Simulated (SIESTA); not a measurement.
Worked example: self-consistent single point of LiCl (Fm-3m, 2 atoms in the cell) in SIESTA.

Computed with GGA PBE, numerical atomic orbitals DZP, PseudoDojo PBE standard norm-conserving potentials (rewritten from UPF to PSML) (SIESTA 5.4.2).

The change in words: lattice scaled by 0.98. Reference geometry:
```xyz
2
Lattice="0.0000 2.4803 2.4803 2.4803 0.0000 2.4803 2.4803 2.4803 0.0000" Properties=species:S:1:pos:R:3 pbc="T T T"
Li     0.0000     0.0000     0.0000
Cl     2.4803     2.4803     2.4803
```

Reference input (self-consistent single point, DFT, GGA PBE, numerical atomic orbitals DZP, PseudoDojo PBE standard norm-conserving potentials (rewritten from UPF to PSML)): XC.functional = GGA; XC.authors = PBE; potentials = PseudoDojo PBE standard; PAO.BasisSize = DZP; PAO.EnergyShift = 0.01 Ry; MeshCutoff = 350 Ry; kgrid.MonkhorstPack = 11 11 11; OccupationFunction = FD; ElectronicTemperature = 20 meV; PAO.Polarization.NonPerturbative = true; MaxSCFIterations = 150; SCF.Mixer.Method = Broyden. This run's input differs from it in these lines:

```diff
@@ -12,5 +12,5 @@
 %block LatticeVectors
-     0.000000000    2.480346000    2.480346000
-     2.480346000    0.000000000    2.480346000
-     2.480346000    2.480346000    0.000000000
+     0.000000000    2.430739000    2.430739000
+     2.430739000    0.000000000    2.430739000
+     2.430739000    2.430739000    0.000000000
 %endblock LatticeVectors
@@ -19,3 +19,3 @@
      0.000000000    0.000000000    0.000000000  1
-     2.480346000    2.480346000    2.480346000  2
+     2.430739000    2.430739000    2.430739000  2
 %endblock AtomicCoordinatesAndAtomicSpecies
```

Output (repeated stretches shortened):

```
        iscf     Eharris(eV)        E_KS(eV)     FreeEng(eV)     dDmax    Ef(eV) dHmax(eV)
   scf:    1     -643.537548     -645.340520     -645.340520  0.601207 -3.864897  0.529155
   scf:    2     -645.357004     -645.349336     -645.349336  0.014163 -3.901472  0.273319
   scf:    3     -645.355537     -645.353128     -645.353128  0.015682 -3.969482  0.136401
   scf:    4     -645.353282     -645.353208     -645.353208  0.003934 -4.032458  0.035283
   scf:    5     -645.353221     -645.353215     -645.353215  0.001686 -4.056015  0.003419
   [... 2 lines left out ...]
   scf:    8     -645.353215     -645.353215     -645.353215  0.000020 -4.054653  0.001698
   scf:    9     -645.353215     -645.353215     -645.353215  0.000015 -4.054338  0.001260
   scf:   10     -645.353215     -645.353215     -645.353215  0.000012 -4.054154  0.001017
   scf:   11     -645.353215     -645.353215     -645.353215  0.000009 -4.053948  0.000725
SCF Convergence by DM+H criterion
max |DM_out - DM_in|         :     0.0000090508
max |H_out - H_in|      (eV) :     0.0007252595
SCF cycle converged after 11 iterations

Using DM_out to compute the final energy and forces

siesta: E_KS(eV) =             -645.3532

siesta: E_KS - E_eggbox =      -645.3532

siesta: Atomic forces (eV/Ang):
     1    0.000000   -0.000000   -0.000000
     2   -0.000000   -0.000000    0.000000
   Tot    0.000000   -0.000000   -0.000000
   Max    0.000000
   Res    0.000000    sqrt( Sum f_i^2 / 3N )
   Max    0.000000    constrained

Stress tensor Voigt[x,y,z,yz,xz,xy] (kbar):      -79.25      -79.25      -79.25       -0.21       -0.21       -0.21
(Free)E + p*V (eV/cell)     -643.9324
Target enthalpy (eV/cell)     -645.3532

siesta: Program's energy decomposition (eV):
siesta: FreeEng =      -645.353215

   [... lines left out ...]
siesta: Cell volume =         28.724004 Ang**3
siesta:          79.25039635         79.25039635  kBar
   [... lines left out ...]
               3s      3s      3py     3pz     3px     3py     3pz     3px
               3dxy    3dyz    3dz2    3dxz    3dx2-y2
   2  7.034   1.635   0.128   1.703   1.703   1.703   0.039   0.039   0.039
              0.011   0.011   0.006   0.011   0.006

mulliken: Qtot =       10.000

Mulliken Atomic Populations:
Atom #   charge [q] valence [e]  Species
     1     0.034051    2.965949  Li
     2    -0.034051    7.034051  Cl
 Total    -0.000000
```

The run converged in 11 iterations. Against the reference run the free energy goes up by 32.9 meV/atom, the pressure goes from 4.52 to 7.93 GPa and the gap on the mesh goes from 7.124 to 7.197 eV.

The starting cell comes from a database of computed structures (which also holds hypothetical and non-ambient phases and stackings), without a prior relaxation at this level. Its lattice was rescaled by a random factor within 2.5 % of one. For this run, on top of that: lattice scaled by 0.98. Values carry the incompleteness of an atom-centred basis. With a pressure of about 8 GPa the cell is away from its equilibrium volume at this level.
